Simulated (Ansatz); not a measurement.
Where the default PAW files enter, the runs use the earlier of Ansatz's two default sets.

Crystal: CaSe (Fm-3m, rock salt, not sure to be the ambient phase, 2 atoms a cell, 26.2 Å³ an atom); both levels run on this one cell.

Complex bands along the normal of (111) by Ansatz (plane waves, PAW, no spin-orbit coupling). r2SCAN gives a gap of 2.52 eV and a slowest mid-gap decay of 0.217 1/Å.

What does PBE give on the same cell, and what does that do to the current through 2 nm?

Gap 2.06 eV, κ = 0.188 1/Å. The mid-gap transmission through 2 nm changes by exp(2 × 20 × (0.217 − 0.188)) = a factor of 3.2 against r2SCAN.

Ansatz is a quantum-chemistry and plane-wave program.
